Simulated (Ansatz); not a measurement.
Antifluorite Mg2C (high-pressure phase) was calculated with G0W0@HSE06 (hard PAW, contour deformation, complete-basis limit; Ansatz, a quantum-chemistry and plane-wave program).

Run with largest k mesh 8×8×8 (not extrapolated in the mesh).

Cell (measured lattice):

```cif
data_C4Mg8
_chemical_formula_sum 'Mg8 C4'
_space_group_name_H-M_alt 'Fm-3m'
_space_group_IT_number 225
_space_group_name_Hall '-F 4 2 3'
_cell_length_a 5.44800
_cell_length_b 5.44800
_cell_length_c 5.44800
_cell_angle_alpha 90.000
_cell_angle_beta 90.000
_cell_angle_gamma 90.000
loop_
_atom_site_label
_atom_site_type_symbol
_atom_site_symmetry_multiplicity
_atom_site_Wyckoff_symbol
_atom_site_fract_x
_atom_site_fract_y
_atom_site_fract_z
_atom_site_occupancy
Mg1 Mg 8 c 0.25000 0.25000 0.25000 1
C1 C 4 a 0.00000 0.00000 0.00000 1
```
(The calculation used a cell of 3 atoms; values per cell refer to that cell.)

### Question
Give the computed band gap.

### Answer

band gap: 1.81 eV (indirect)

Note: GW on a hybrid start was not checked against another program; cell and atoms aren't relaxed at this level; the gap holds a correction of +0.26 eV to the complete basis.

Computed values are for the static lattice.
